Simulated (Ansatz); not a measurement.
L1₂ (Cu3Au-type) Ni3Fe, treated with PBE in Ansatz (plane waves, PAW).

Numerical settings: plane-wave cutoff 520 eV, 16×16×16 k mesh, Fermi–Dirac smearing 0.05 eV, spin-polarised with parallel moments, scalar-relativistic PAW data made under PBE.

Cell (relaxed at this level):

```yaml
crystal:
  lattice:
    - [3.54435, 0.00000, 0.00000]
    - [0.00000, 3.54435, 0.00000]
    - [0.00000, 0.00000, 3.54435]
  atoms:
    - { symbol: Fe, position: [0.00000, 0.00000, 0.00000], spin: 3.0 }
    - { symbol: Ni, position: [0.00000, 0.50000, 0.50000], spin: 0.7 }
    - { symbol: Ni, position: [0.50000, 0.00000, 0.50000], spin: 0.7 }
    - { symbol: Ni, position: [0.50000, 0.50000, 0.00000], spin: 0.7 }
```

**Question.** What does this level give for the bulk modulus, magnetic moment (largest site, within a sphere) and pressure derivative B′ of the bulk modulus?

**Answer.** 
- bulk modulus = 195 GPa
- magnetic moment (largest site, within a sphere) = 2.92 μB
- pressure derivative B′ of the bulk modulus = 4.7

The run finds no gap.

Spins in the cell block are starting values.

Moments are spin moments.

Computing time: around 10 core-minutes (rough).

Ansatz is a quantum-chemistry and plane-wave program.
